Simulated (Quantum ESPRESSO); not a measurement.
Quantum ESPRESSO 7.5, DFT, PBE, plane waves, SSSP 1.1.2 efficiency PBE: hcp Mg, atoms displaced (Mg12), 12 atoms. Basis and mesh were picked for this test and aren't claimed converged.

| Property | Value |
|---|---|
| cell | 3.21, 3.21, 31.27 Å; 90, 90, 120° |
| distance to the nearest atom | 2.80 to 3.19 Å |
| task | scf |
| k mesh | 5×5×1 |
| ecutwfc | 45 Ry |
| ecutrho | 360 Ry |
| occupations | smearing |
| smearing | mv |
| degauss | 0.02 Ry |
| conv_thr | 1.2e-08 Ry |
| tprnfor | true |
| tstress | false |
| k-point pools (-nk) | 8 |
| diagonalization | david (default) |
| mixing_mode | plain (default) |
| mixing_beta | 0.7 (default) |
| mixing_ndim | 8 (default) |
| k-points computed | 13 |
| bands | 16 |
| electrons | 24 |
| G-vectors of the density | 217173 |
| FFT grid | 40×40×360 |

One run each. The counts of a restarted run leave out the earlier run.

All on 8 ranks. Base settings, kept where nothing else is said: startingwfc = atomic+random (default), startingpot = atomic (default), start = no earlier run (default). The settings tried:
- startingwfc = file, startingpot = file, start = density and orbitals of a run with one atom 0.03 Å away
- startingwfc = random
- startingwfc = atomic
- startingwfc = file, start = orbitals of a run with one atom 0.03 Å away
- the base settings
- startingpot = file, start = density of a run with one atom 0.03 Å away

Q: Predict which of these converge in the fewest SCF iterations.

A: Fewest SCF iterations, with those close behind: startingwfc = file, startingpot = file, start = density and orbitals of a run with one atom 0.03 Å away (10); startingpot = file, start = density of a run with one atom 0.03 Å away (11). Most among those that reach the base run's result: startingwfc = file, start = orbitals of a run with one atom 0.03 Å away (28); startingwfc = random (27); startingwfc = atomic (26). All converged.

```
setting                                                                                                  SCF iterations        end
-------------------------------------------------------------------------------------------------------  --------------  ---------
startingwfc = file, startingpot = file, start = density and orbitals of a run with one atom 0.03 Å away              10  converged
startingpot = file, start = density of a run with one atom 0.03 Å away                                               11  converged
the base settings                                                                                                    23  converged
startingwfc = atomic                                                                                                 26  converged
startingwfc = random                                                                                                 27  converged
startingwfc = file, start = orbitals of a run with one atom 0.03 Å away                                              28  converged
```
